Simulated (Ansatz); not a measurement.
**CdSe under a change: pressure 2.1 GPa**

Take CdSe in the wurtzite structure (space group P6_3mc, No. 186; a = 4.2475 Å, c = 6.9410 Å) as the base.

It is then changed as follows: cell and atoms relaxed at a pressure of 2.1 GPa.

Method: Ansatz (a quantum-chemistry and plane-wave program) LDA, scalar-relativistic without spin-orbit coupling. Γ-centred 9×9×5 mesh, Fermi–Dirac width 0.05 eV.

```json
[
 {"quantity": "volume per atom", "base": "27.11 Å³", "changed": "26.22 Å³", "shift": "-0.89 Å³"},
 {"quantity": "density", "base": "5.86 g/cm³", "changed": "6.06 g/cm³", "shift": "+0.20 g/cm³"},
 {"quantity": "lattice parameter a", "base": "424.8 pm", "changed": "419.9 pm", "shift": "-4.82 pm"},
 {"quantity": "shortest interatomic distance", "base": "260.0 pm", "changed": "257.2 pm", "shift": "-2.86 pm"},
 {"quantity": "enthalpy H = E + PV relative to the base's energy", "base": "–", "changed": "+0.35 eV/atom", "shift": "–"},
 {"quantity": "band gap", "base": "0.46 eV", "changed": "0.53 eV", "shift": "+0.07 eV"},
 {"quantity": "gap character", "base": "direct at Γ", "changed": "direct at Γ", "shift": "–"},
 {"quantity": "mean gap deformation potential ΔEg/Δln V", "base": "–", "changed": "-2.1 eV", "shift": "–"},
 {"quantity": "electron mass", "base": "0.047 mₑ (at Γ)", "changed": "0.052 mₑ (at Γ)", "shift": "–"},
 {"quantity": "valence-band top at Γ (three highest levels, from the VBM)", "base": "0.00, 0.00, -0.07 eV", "changed": "0.00, 0.00, -0.07 eV", "shift": "–"}
]
```

Cost of the whole job for the changed cell (relaxation, final SCF and bands): very roughly 50 core-seconds.

Load acts through the strain it causes; cell and atoms are relaxed under it. Masses are band curvatures over ±0.01 Å⁻¹ around the edge. No phonon test of stability was made. Tetrahedral semiconductors of this kind turn to denser phases somewhere between about 1 and 50 GPa; those were not computed, so compressed cells here can lie past the real transition.
